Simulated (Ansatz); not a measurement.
Consider ZrS₂ in the CdI2 type structure (space group P-3m1, No. 164; layered, stacked along the Cartesian z axis).

Space group P-3m1 (No. 164); a = b = 3.6743 Å, c = 5.8603 Å, α = β = 90.00°, γ = 120.00°

```
atom  site  symmetry       x       y       z
----  ----  --------  ------  ------  ------
Zr      1a      -3m.  0.0000  0.0000  0.0000
S       2d       3m.  0.3333  0.6667  0.2461
```

Method: plane-wave PAW DFT at the r2SCAN+rVV10 level (Ansatz, an electronic-structure program, 500 eV), scalar-relativistic without spin-orbit coupling.

One change was made to it. Results:

| quantity | base | after |
|---|---|---|
| lattice parameter a | 3.674 Å | 3.651 Å |
| smallest direct gap | 1.81 eV | 1.67 eV |
| band gap | 1.17 eV | 0.98 eV |
| gap character | indirect, K–Γ (87 % along) → L | indirect, Γ → L |

Problem. Which of these changes matches the shifts?
A) pressure 10 GPa
B) pressure 5 GPa
C) pressure 7.5 GPa
D) pressure 0.3 GPa
E) pressure 1.5 GPa

Solution. E, pressure 1.5 GPa. For comparison, the band gap in the other runs: pressure 5 GPa gives 0.66 eV; pressure 0.3 GPa gives 1.12 eV; pressure 7.5 GPa gives 0.49 eV; pressure 10 GPa gives 0.33 eV.

Load acts through the strain it causes; cell and atoms are relaxed under it. No phonon test of stability was made. Competing high-pressure phases were not computed.
